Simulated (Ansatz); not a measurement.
## Response to strain in BN

Base system: BN in the zinc blende structure (space group F-43m, No. 216; a = 3.605 Å). Axes: x, y, z lie along the cube axes.

Strains are applied to the cell and any free atomic positions relax; under biaxial strain the out-of-plane vector relaxes too; under stress the whole cell relaxes.

Levels (all Ansatz, a first-principles code, PAW, earlier PAW set): PBEsol (420 eV, no spin-orbit coupling); r2SCAN (500 eV, no SOC); HSE06 (420 eV, no SOC); PBEsol+SOC (420 eV, noncollinear with spin-orbit coupling); HSE06+SOC (420 eV, with spin-orbit coupling).

Band gaps by level, all at the geometries relaxed with PBEsol:

```tsv
case	PBEsol	r2SCAN	HSE06	PBEsol+SOC	HSE06+SOC
base	4.29 eV	5.00 eV	5.79 eV	4.29 eV	5.79 eV
biaxial strain −0.23 %, plane normal [001], relaxed out of plane	4.27 eV	4.97 eV	5.77 eV	4.26 eV	5.76 eV
isotropic strain +0.88 %	4.27 eV	4.96 eV	5.76 eV	4.26 eV	5.75 eV
uniaxial strain ε_zz = −5.48 %	3.34 eV	4.03 eV	4.83 eV	3.34 eV	4.83 eV
uniaxial stress, 3 GPa compression along x	4.21 eV	4.91 eV	5.71 eV	4.20 eV	5.70 eV
uniaxial stress, 2 GPa tension along x	4.26 eV	4.97 eV	5.76 eV	4.25 eV	5.75 eV
```

Single points use the geometry relaxed with PBEsol. HSE06 was sampled on its mesh, a few special points and the semilocal edge points, so its gap is an upper bound. Differences between runs with and without spin-orbit coupling are approximate. Beyond what the load breaks, stability against distortions was not tested.
